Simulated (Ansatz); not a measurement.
Functionals compared on a constructed model of the (000-1) surface of 4H silicon carbide, C-terminated, 2x2 Si adatom at T1 (bottom of the slab: 4 H on 4 bottom sites), in Ansatz (plane waves, PAW). The structure was relaxed with PBE; the other rows are single points on it. Cutoff 420 eV (500 eV for r2SCAN).

Slab: 37 atoms, 11.7 Å thick at the start with caps and adatoms (thin: gaps and levels are the slab's own); k 5x5x1, smearing 0.025 eV, dipole-corrected; 8 atoms held, the rest relaxed; start symmetry kept, larger cells not searched; no spin (no spin-polarised run to compare, though such a face may carry moments), no spin-orbit, no U. The slab shows no gap on its mesh. In PBE it lies 0.68 eV a 1x1 cell over the lowest computed structure of the same composition (2x2 Si adatom at H3). These notes are the PBE run's.

```json
[
 {"functional": "PBE", "work function of the top face (eV)": "4.88", "rough cost of the single point": "–"},
 {"functional": "r2SCAN", "work function of the top face (eV)": "4.98", "rough cost of the single point": "very roughly 100 core-seconds"}
]
```

Ansatz is a program for electronic structure.
